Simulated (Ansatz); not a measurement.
The starting structures come from a database of crystals and need not be the phases stable at ambient conditions.

 Where the default PAW files enter, the runs use the earlier of Ansatz's two default sets.

Crystal: BaAlGeH (P3m1, not sure to be the ambient phase, 4 atoms a cell, 21.8 Å³ an atom); planes in its conventional cell.

Level of theory: r2SCAN (plane waves, PAW; Ansatz, a program for electronic structure).

The gap is the functional's own, uncorrected, and κ follows it; spin-orbit coupling is left out. Mid-gap values are interpolated between the computed energies.

```csv
plane,area of the cell (Å²),mid-gap κ (1/Å),largest κ in the gap (1/Å)
(001),16.6,0.21,0.21
(110),39.8,[?],[?]
(100),23.0,[?],[?]
(111),43.2,[?],[?]
```

Problem. The slowest decay depends on the direction. Supply the withheld values.

Solution. 
- (110), mid-gap κ (1/Å): 0.10
- (110), largest κ in the gap (1/Å): 0.10
- (100), mid-gap κ (1/Å): 0.10
- (100), largest κ in the gap (1/Å): 0.10
- (111), mid-gap κ (1/Å): 0.10
- (111), largest κ in the gap (1/Å): 0.11
